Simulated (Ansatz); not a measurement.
**PtSe2: thickness series**

Take PtSe$_{2}$ in the CdI2 type structure (space group P-3m1, No. 164; layered) as the base.

```xyz
3
Lattice="3.7391 0.0000 0.0000 -1.8696 3.2382 0.0000 0.0000 0.0000 4.6295" Properties=species:S:1:pos:R:3 pbc="T T T"
Pt     0.0000     0.0000     0.0000
Se     1.8696     1.0794     1.2600
Se     0.0000     2.1588     3.3695
```

Free-standing slabs (3 atom(s) a layer) normal to the stacking axis with 15 Å of vacuum; in-plane cell relaxed.

Levels (all Ansatz, a program for electronic structure, PAW): PBEsol-D3(BJ) (420 eV, spin-orbit coupling left out); r2SCAN (500 eV, scalar-relativistic without spin-orbit coupling); HSE06 (420 eV, no SOC).

Band gaps by level, all at the geometries relaxed with PBEsol-D3(BJ):

```
case      PBEsol-D3(BJ)  r2SCAN  HSE06
--------  -------------  ------  -----
base               zero    zero      –
1 layer         1.36 eV     [?]    [?]
2 layers        0.15 eV     [?]    [?]
3 layers           zero    zero      –
```

Task: Complete the table.

Result: 
- 1 layer, r2SCAN: 1.62 eV
- 1 layer, HSE06: 1.96 eV
- 2 layers, r2SCAN: 0.31 eV
- 2 layers, HSE06: 0.56 eV

Single points use the geometry relaxed with PBEsol-D3(BJ). HSE06 gaps are upper bounds (no full band path). With Pt present, leaving out spin-orbit coupling can change the band edges. Whether these cells are dynamically stable was not tested. The final runs are not spin-polarised. A zero or small gap of PtSe2 can be the functional's error rather than a property of the material.
